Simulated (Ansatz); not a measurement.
## Ta_Ti in rock-salt TiN

Method: PBE, PAW (plane waves to 420 eV; Ansatz, a first-principles code). Set-up: 64-site cell; 4×4×4 shifted k-points; start: the Ti site; no spin–orbit coupling; no Hubbard U; finite-size errors of tenths of an eV; the relaxation kept the symmetry of the starting site.

Neighbours after relaxation, in Å: of the Ta atom: N 2.15, N 2.15, N 2.15, N 2.15, N 2.15, N 2.15.

Formation energies E_f are those of the neutral cell. Chemical conditions: N-rich (Δμ(Ti) = -3.43 eV, Δμ(Ta) = -2.77 eV, bounded by Ta3N5 (Cmcm); only phases computed here count, gases as isolated molecules at 0 K). Reference phases: Ta: bcc Ta, Ti: hcp Ti.

```csv
charge,moment (μB),point group,largest move off a lattice site (Å),"E_f, N-rich (eV)"
0,not spin-polarised,Oh,0.03,0.80
```

Point groups are those of the whole cell at tolerances of 0.03 and 0.1 Å ("near" where only the looser one holds); none is given for unsettled states.

All states together cost about 2.7 core-minutes (a rough figure).
